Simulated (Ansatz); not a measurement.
Start from W in the bcc (W type) structure (space group Im-3m, No. 229; relaxed with 0.1 eV smearing).

```
W
1.0
   -1.57711     1.57711     1.57711
    1.57711    -1.57711     1.57711
    1.57711     1.57711    -1.57711
W
1
Cartesian
  0.00000   0.00000   0.00000
```

Cartesian axes are those of the cell as printed.

Level of theory: DFT with PBEsol, PAW potentials and a 420 eV plane-wave cutoff in Ansatz (a program for electronic structure), spin-orbit coupling left out.

Modification: the cell is scaled by 0.9850 in all directions, atoms relaxed at fixed cell.

Problem. Predict the stress tensor and what it implies for the stiffness.

Solution. Stress of the strained cell less that of the base (GPa, compression positive):
```
   16.1     0.0     0.0
    0.0    16.1     0.0
    0.0     0.0    16.1
```

Then B = −ΔP/(ΔV/V₀) with ΔV/V₀ = -0.0443 gives secant stiffness values (nonlinear terms included at this strain): B ≈ 363 GPa.

As a check, the harmonic strain energy −½ V₀ Δσ:ε is 35 meV/atom; the computed energy rise is 34 meV/atom.

Whether these cells are dynamically stable was not tested. All final runs are without spin polarisation.
